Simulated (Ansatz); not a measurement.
**YAu2 (I4/mmm, No. 139; cell taken from a computed entry)**

All values below come from r²SCAN in Ansatz (plane waves, PAW).

Numerical settings: plane-wave cutoff 500 eV, 20×20×20 k mesh, Fermi–Dirac smearing 0.1 eV, scalar-relativistic PAW data made under PBE.

Cell (relaxed at this level):

```
CELL_PARAMETERS angstrom
     -1.86312     1.86312     4.50996
      1.86312    -1.86312     4.50996
      1.86312     1.86312    -4.50996
ATOMIC_POSITIONS crystal
  Y  0.00000 0.00000 0.00000
  Au 0.66542 0.66542 0.00000
  Au 0.33458 0.33458 0.00000
```

| Property | Value |
|---|---|
| band gap | zero (no gap) |

Note: the relaxation could not lower the start's symmetry, so the cell can be a saddle point above a distorted one.

Spin–orbit coupling is not included; it can shift volumes and moduli of such heavy elements.

The computed numbers hold no vibrational or temperature effects.

Ansatz is a quantum-chemistry and plane-wave program.
